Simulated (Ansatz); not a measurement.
Ansatz (a quantum-chemistry and plane-wave program) run on ZrNi2P2 (P1, 5 atoms in the cell): relaxation of cell and atoms.

Computed with LDA (PW92), PAW files made with PBE (plane waves; Ansatz).

```xyz
5
Lattice="-1.8513 1.8513 4.7838 1.8513 -1.8513 4.7838 1.8513 1.8513 -4.7838" Properties=species:S:1:pos:R:3 pbc="T T T"
Zr     0.0227     0.0054     0.0060
Ni     1.8571     0.0054     2.4032
Ni    -0.0106     1.8556     2.3769
P     -0.0050    -0.0105     5.9086
P     -0.0128    -0.0046     3.6565
```

Reference input (self-consistent single point, DFT, LDA (PW92), plane waves, PAW files made with PBE): basis.ecutwfc = 30.9 Ry; kpoints.mp_grid.grid = 5 5 7; hamiltonian.xc = lda; hamiltonian.pseudopotentials = {kind: paw} (an earlier, softer set of the program's PAW files); scf.occupations.method = fermi_dirac; scf.occupations.width = 0.0037 Ry. This run's input differs from it in these lines:

```diff
@@ -26,2 +26,4 @@
     width: 0.0037 Ry
+relax:
+  cell: {}
 output:
```

The program printed (abridged):

```
   [... SCF lines of the steps left out ...]
relax step   1: F+E_penalty+E_count = -17081.07753693 eV  Δ(F+E_penalty+E_count) = +0.000e0 eV  max|allowed force component| = 4.215e-1 eV/Å  Δτ_max = 0.0000 Å  P = -10.382 GPa  Ω = 65.583 Å³  (8 SCF iters, dr2 threshold 1.00e-7 eV, accepted)
relax step   2: F+E_penalty+E_count = -17081.19524483 eV  Δ(F+E_penalty+E_count) = -1.177e-1 eV  max|allowed force component| = 2.827e-1 eV/Å  Δτ_max = 0.0367 Å  P = -2.769 GPa  Ω = 62.828 Å³  energy of the carried Pulay correction = +7.963e-4 eV  [...]
   [... lines left out ...]
relax step   7: F+E_penalty+E_count = -17081.20775510 eV  Δ(F+E_penalty+E_count) = -7.217e-6 eV  max|allowed force component| = 7.137e-4 eV/Å  Δτ_max = 0.0003 Å  P = +0.002 GPa  Ω = 62.049 Å³  energy of the carried Pulay correction = +1.852e-6 eV  [...]
relax step   8: F+E_penalty+E_count = -17081.20775176 eV  Δ(F+E_penalty+E_count) = +3.336e-6 eV  max|allowed force component| = 7.146e-4 eV/Å  Δτ_max = 0.0000 Å  P = +0.002 GPa  Ω = 62.049 Å³  stress off target by 1.36e-2 GPa  SCF on the basis [...]
basis re-selected at this cell: Δ(F+E_penalty+E_count) = +3.336e-6 eV, ΔP = -0.000 GPa vs the last step
Stability not checked: this state was not tested for a lower state beside it, because too few of the mixer's solves of this state at the end of the SCF gave a …
Free energy (F): -17081.207752 eV
Internal energy: -17081.193131 eV  (E = F + TS)
E sigma→0 (E₀):  -17081.200441 eV
Entropy (-TS):   -0.014621 eV (-2.924 meV/atom)
Fermi energy:    17.796602 eV
--- Forces (eV/Å), atoms counted from 1 ---
  atom   1  Zr    -0.00002296    -0.00001573    -0.00004160
   [... lines left out ...]
  cell:  # Å, volume = 62.0492 Å³
   [... lines left out ...]
    - { symbol: Ni, position: [0.2498893224022663, 0.7501135683024249, 0.5000023786925849] }
    - { symbol: Ni, position: [0.7501091474242311, 0.24988518639335144, 0.49999437033528044] }
    - { symbol: P, position: [0.6181690550746046, 0.6181599839787709, -0.0003082760994265088] }
    - { symbol: P, position: [0.381831972188119, 0.38183996118582353, 0.00030886771456569264] }
```

The run converged.  The full log also holds: “iter 5 did not close the SCF: its close was put off for the readings that it lacked (scf_convergence_deferred on its scf_iter line)”. The full log also holds: “iter 4 did not close the SCF: its close was put off for the readings that it lacked (scf_convergence_deferred on its scf_iter line)”.

Summary of the result:
* **Free energy E − TS (on the zero of these files)**: -17081.2078 eV
* **Fermi level (on the code's own zero)**: 17.80 eV
* **Pressure**: 0.00 GPa
* **Final cell**: a = 5.348 Å, b = 5.348 Å, c = 5.349 Å, α = 140.23°, β = 140.23°, γ = 57.54°
* **Final volume per atom**: 12.41 Å³
* **Relaxation steps**: 8

The starting cell comes from a database of computed structures (which also holds hypothetical and non-ambient phases and stackings), without a prior relaxation at this level. Its atoms were displaced at random from the sites of space group no. 139. Spin polarisation is off, so a magnetic state, if there is one, cannot be reached. Ansatz's pressure includes its estimate of the finite-basis (Pulay) stress.

Cost on one core of a shared machine: roughly 3 min.

Keys are those of Ansatz 0.2.
